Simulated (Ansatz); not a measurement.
Defect calculation: Sb on the N site in wurtzite AlN

These are PBE, PAW (plane waves to 420 eV; Ansatz, an electronic-structure program) values and carry that method's errors. The supercell holds 96 host sites (3×2×2 repeats of the unit cell), with a 2×2×2 shifted k-point sampling for the final energies. Site at the start: the N site. Energies of charged states are corrected for periodic images (point charge plus alignment at distant sites). Dielectric constants: PBE linear response of the host. Host gap at this level: 4.03 eV. Finite-size and sampling errors can reach tenths of an eV here. Levels are measured in PBE's own, too narrow, gap. Spin–orbit coupling is left out, which matters for these heavy elements. Each state is the lowest found from its start.

| charge | moment (μB) | largest move off a lattice site (Å) | image correction with alignment (eV) |
|---|---|---|---|
| +1 | 1.0 | 0.77 | 0.56 |
| 0 | not spin-polarised | 0.65 | 0.00 |
| −1* | 1.0 | 0.64 | – |

* At this level the carrier isn't localised at the defect: at charge −1 electrons occupy the conduction band. Such a state is shallow or no state of the defect, and this cell gives it no level.

Transition levels above the valence-band maximum: ε(+1/0) = 1.13 eV. On the lower envelope of the bound states, inside the gap: (+1/0) at 1.13 eV.

Flagged in the runs: a host whose relaxation on this sampling wasn't shown to rest, a strain field that reaches the edge of the cell.
